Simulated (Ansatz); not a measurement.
# Effect of Cs → Ca on Cs

The parent structure is Cs in the bcc (W type) structure (space group Im-3m, No. 229; a = 6.011 Å).

It is then changed as follows: Ca takes the place of Cs on all its sites, then cell and atoms are relaxed.

Method: PBEsol, PAW, 420 eV (Ansatz, an electronic-structure program; scalar-relativistic without spin-orbit coupling). Settings: 15×15×15 k-points, 0.05 eV Fermi–Dirac smearing, for the changed cell.

```
quantity                        base          changed         shift
-------------------  ---------------  ---------------  ------------
volume per atom            108.57 Å³         40.39 Å³     -68.18 Å³
density                   2.03 g/cm³       1.65 g/cm³  -0.385 g/cm³
lattice parameter a         601.1 pm         432.3 pm     -168.8 pm
space group          Im-3m (No. 229)  Im-3m (No. 229)             –
band gap                        zero             zero             –
```

Final structure:

```yaml
crystal:
  lattice:
    - [-2.16148, 2.16148, 2.16148]
    - [2.16148, -2.16148, 2.16148]
    - [2.16148, 2.16148, -2.16148]
  atoms:
    - { symbol: Ca, position: [0.00000, 0.00000, 0.00000] }
```

Cost of the whole job for the changed cell (relaxation, final SCF and bands): about 30 core-seconds (a rough figure).

Stability against distortions was not tested. The final runs are not spin-polarised. This is not the structure that Ca has at room temperature and ambient pressure.
